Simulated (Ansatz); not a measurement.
# A computed series for KTaO3: pressure series

The parent structure is KTaO3 in the cubic perovskite structure (space group Pm-3m, No. 221).

```yaml
crystal:
  lattice:
    - [3.99012, 0.00000, 0.00000]
    - [0.00000, 3.99012, 0.00000]
    - [0.00000, 0.00000, 3.99012]
  atoms:
    - { symbol: K, position: [0.00000, 0.00000, 0.00000] }
    - { symbol: Ta, position: [0.50000, 0.50000, 0.50000] }
    - { symbol: O, position: [0.00000, 0.50000, 0.50000] }
    - { symbol: O, position: [0.50000, 0.50000, 0.00000] }
    - { symbol: O, position: [0.50000, 0.00000, 0.50000] }
```

Cell and atoms are relaxed at each pressure.

Method: r2SCAN (Ansatz, a program for electronic structure, PAW, spin-orbit coupling left out).

```tsv
change	band gap	lattice parameter a	smallest direct gap
base	2.63 eV	3.990 Å	3.27 eV
pressure −2 GPa	…	4.003 Å	3.24 eV
pressure −1 GPa	2.61 eV	3.997 Å	3.25 eV
pressure 1.8 GPa	2.65 eV	3.979 Å	…
pressure 4.2 GPa	2.68 eV	3.965 Å	3.31 eV
pressure 9 GPa	…	3.938 Å	3.35 eV
pressure 18 GPa	2.81 eV	3.894 Å	3.40 eV
pressure 30 GPa	2.90 eV	3.844 Å	3.45 eV
pressure 45 GPa	3.00 eV	3.791 Å	3.48 eV
pressure 60 GPa	3.07 eV	3.745 Å	3.49 eV
```

Problem. Fill in the withheld entries from the trend.

Solution. 
- pressure −2 GPa, band gap: 2.60 eV
- pressure 1.8 GPa, smallest direct gap: 3.28 eV
- pressure 9 GPa, band gap: 2.73 eV

With Ta present, leaving out spin-orbit coupling can change the band edges. Load acts through the strain it causes; cell and atoms are relaxed under it. Whether these cells are dynamically stable was not tested. Competing high-pressure phases were not computed.
